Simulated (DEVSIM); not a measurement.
System: Ni/SiO2/p-GaAs capacitor, at 250 K.

```
layer (left to right)  material  thickness (nm)  Na (cm⁻³)
---------------------  --------  --------------  ---------
1                          SiO2            24.0          -
2                          GaAs            4200     2.3e16
```

Metal gate on the left, work function 5.1 eV. Fixed charge at the semiconductor interface 3.5e10 cm⁻² (in units of +e); interface traps 3.5e12 cm⁻² eV⁻¹, uniform in energy, neutral level at 0.5 of the gap above the valence band.

This is a model device: material constants are rounded textbook-type values typed into the input, and sizes, dopings and lifetimes were drawn at random. Values at 300 K; Nc and Nv go as T^1.5, mobilities as T to minus their exponent, the gap by Varshni's rule with the affinity fixed.

| parameter | SiO2 | GaAs |
|---|---|---|
| gap (eV) | 9 | 1.424 |
| affinity (eV) | 0.9 | 4.07 |
| permittivity | 3.9 | 12.9 |
| Nc (cm⁻³) | - | 4.7e17 |
| Nv (cm⁻³) | - | 9e18 |
| Varshni α (eV/K) | - | 0.000541 |
| Varshni β (K) | - | 204 |

DEVSIM, 1D Poisson equation in equilibrium, Boltzmann statistics, complete ionisation; no quantum confinement or tunnelling. Metal contacts follow the ideal Schottky-Mott rule: no Fermi-level pinning, no interface dipoles.

Base results: minimum of the low-frequency capacitance (μF/cm²) 0.116; capacitance of the dielectric stack (μF/cm²) 0.144; flat-band voltage (V) -2.67.

Q: What follows from this one change: interface trap density 3.5e+12 → 3e+11 cm^-2 eV^-1?

A: minimum of the low-frequency capacitance 0.116 → 0.0567 μF/cm²; capacitance of the dielectric stack little changed (0.144 μF/cm²); flat-band voltage -2.67 → -0.53 V.

Q: What follows from this one change: temperature 250 → 300 K?

A: minimum of the low-frequency capacitance little changed (0.116 μF/cm²); capacitance of the dielectric stack little changed (0.144 μF/cm²); flat-band voltage -2.67 → -2.45 V.

Q: What follows from this one change: SiO2 thickness 0.024 → 0.029 μm?

A: minimum of the low-frequency capacitance 0.116 → 0.0995 μF/cm²; capacitance of the dielectric stack 0.144 → 0.119 μF/cm²; flat-band voltage -2.67 → -3.17 V.
